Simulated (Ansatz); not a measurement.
# hexagonal WC (0 0 1) on wurtzite ZnO (1 1 0) (film strained to the substrate, started from cuts of the bulks and a machine-learned relaxation; slabs Zn16O16 and W12C16, which can lie off the formulas)

A periodic stack without vacuum, hexagonal WC (0 0 1) on wurtzite ZnO (1 1 0) (film strained to the substrate, started from cuts of the bulks and a machine-learned relaxation; slabs Zn16O16 and W12C16, which can lie off the formulas): substrate slab Zn16O16, film W12C16, surface cells [[0, 1], [-1, 0]] and [[-2, 0], [-1, -2]], film strained by -2.8 and +4.6 %, outermost planes OZn/OZn and C/C as cut, which need not be the usual terminations and can put a slab off its formula.

The start was prepared with a machine-learned potential, and the result is one local minimum, with the in-plane cell held and forces under 0.04 eV/Å; the film can end far from its bulk form.

Level of theory: PBE (plane waves to 420 eV, PAW; Ansatz, an electronic-structure program). Spin–orbit coupling is left out; the runs are not spin-polarised. Its k-point mesh 5×5×1, Fermi–Dirac width 0.05 eV.

interface area: 30.1 Å²
period: 22.75 Å
heights between the nearest atoms of the two slabs at the two interfaces: 1.44 and 1.43 Å
W–Zn contacts across the interfaces within 1.22 times the sum of covalent radii: 8, mean 3.17 Å
C–Zn contacts across the interfaces within 1.22 times the sum of covalent radii: 4, mean 1.94 Å
C–O contacts across the interfaces within 1.22 times the sum of covalent radii: 4, mean 1.44 Å

```yaml
crystal:
  lattice:
    - [5.67905, -0.00064, 0.11683]
    - [-0.00040, 5.29358, 0.04940]
    - [0.96459, 2.43103, 22.79422]
  atoms:
    - { symbol: Zn, position: [0.95480, 0.54108, 0.02932] }
    - { symbol: Zn, position: [0.50953, 0.04079, 0.02912] }
    - { symbol: O, position: [0.86264, 0.92279, 0.02689] }
    - { symbol: O, position: [0.60242, 0.42293, 0.02670] }
    - { symbol: Zn, position: [0.39052, 0.51749, 0.09877] }
    - { symbol: Zn, position: [0.03822, 0.01746, 0.09889] }
    - { symbol: O, position: [0.36718, 0.88878, 0.10407] }
    - { symbol: O, position: [0.05889, 0.38859, 0.10423] }
    - { symbol: Zn, position: [0.86388, 0.47937, 0.17464] }
    - { symbol: Zn, position: [0.52626, 0.97934, 0.17458] }
    - { symbol: O, position: [0.85890, 0.85884, 0.17097] }
    - { symbol: O, position: [0.53316, 0.35885, 0.17092] }
    - { symbol: Zn, position: [0.34634, 0.44142, 0.24395] }
    - { symbol: Zn, position: [0.00892, 0.94145, 0.24397] }
    - { symbol: O, position: [0.34173, 0.81939, 0.24571] }
    - { symbol: O, position: [0.01263, 0.31939, 0.24574] }
    - { symbol: Zn, position: [0.82760, 0.40445, 0.31794] }
    - { symbol: Zn, position: [0.49016, 0.90441, 0.31795] }
    - { symbol: O, position: [0.82388, 0.78416, 0.31616] }
    - { symbol: O, position: [0.49479, 0.28415, 0.31618] }
    - { symbol: Zn, position: [0.31027, 0.37293, 0.38733] }
    - { symbol: Zn, position: [0.97259, 0.87301, 0.38727] }
    - { symbol: O, position: [0.30332, 0.74878, 0.39098] }
    - { symbol: O, position: [0.97763, 0.24881, 0.39093] }
    - { symbol: Zn, position: [0.79840, 0.33540, 0.46303] }
    - { symbol: Zn, position: [0.44588, 0.83534, 0.46314] }
    - { symbol: O, position: [0.77750, 0.71182, 0.45767] }
    - { symbol: O, position: [0.46941, 0.21189, 0.45782] }
    - { symbol: Zn, position: [0.32717, 0.28922, 0.53278] }
    - { symbol: Zn, position: [0.88154, 0.78969, 0.53258] }
    - { symbol: O, position: [0.23393, 0.66863, 0.53518] }
    - { symbol: O, position: [0.97405, 0.16869, 0.53500] }
    - { symbol: W, position: [0.69629, 0.94201, 0.65493] }
    - { symbol: W, position: [0.19985, 0.93937, 0.65442] }
    - { symbol: W, position: [0.45334, 0.44214, 0.65493] }
    - { symbol: W, position: [0.95016, 0.43827, 0.65477] }
    - { symbol: C, position: [0.71448, 0.63522, 0.60431] }
    - { symbol: C, position: [0.21928, 0.65008, 0.59841] }
    - { symbol: C, position: [0.46127, 0.13582, 0.60430] }
    - { symbol: C, position: [0.95783, 0.14991, 0.59827] }
    - { symbol: W, position: [0.66930, 0.87053, 0.78123] }
    - { symbol: W, position: [0.16725, 0.87082, 0.78064] }
    - { symbol: W, position: [0.41825, 0.36982, 0.78093] }
    - { symbol: W, position: [0.91823, 0.37155, 0.78094] }
    - { symbol: C, position: [0.68266, 0.56982, 0.72044] }
    - { symbol: C, position: [0.18524, 0.57391, 0.71890] }
    - { symbol: C, position: [0.43489, 0.06891, 0.72055] }
    - { symbol: C, position: [0.93213, 0.07452, 0.71900] }
    - { symbol: W, position: [0.63663, 0.81301, 0.90746] }
    - { symbol: W, position: [0.14023, 0.81614, 0.90694] }
    - { symbol: W, position: [0.38319, 0.31632, 0.90692] }
    - { symbol: W, position: [0.88636, 0.31217, 0.90712] }
    - { symbol: C, position: [0.65131, 0.51199, 0.84297] }
    - { symbol: C, position: [0.15386, 0.50940, 0.84143] }
    - { symbol: C, position: [0.40164, 0.00864, 0.84133] }
    - { symbol: C, position: [0.90437, 0.01271, 0.84286] }
    - { symbol: C, position: [0.61707, 0.46770, 0.96347] }
    - { symbol: C, position: [0.12199, 0.45881, 0.95755] }
    - { symbol: C, position: [0.37519, 0.95945, 0.95757] }
    - { symbol: C, position: [0.87885, 0.96735, 0.96362] }
```
